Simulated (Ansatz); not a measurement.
**BeTe, response to strain**

Start from BeTe in the zinc blende structure (space group F-43m, No. 216; a = 5.6568 Å). Axes: x, y, z lie along the cube axes.

Strains are applied to the cell and any free atomic positions relax; under biaxial strain the out-of-plane vector relaxes too.

The values are results of r2SCAN (Ansatz, a first-principles code, PAW, no spin-orbit coupling), not measurements.

| biaxial strain, plane normal [111], relaxed out of plane (%) | out-of-plane strain (%) |
|---|---|
| -2.5 | 0.99 |
| -2.08 | 0.82 |
| -1.67 | 0.65 |
| -1.25 | 0.49 |
| -0.83 | 0.33 |
| -0.42 | ? |
| 0 | 0.00 |

**Question.** Fit ε⊥ = −νε + γε² (strains in %) to the rows shown and predict the withheld row.

**Answer.** Least squares on the printed values gives ν = 0.39 (the biaxial Poisson response) and γ = 0.003 (largest residual 0.01 %); this predicts 0.16 %, and the run gives 0.16 %, in agreement.

No phonon test of stability was made.
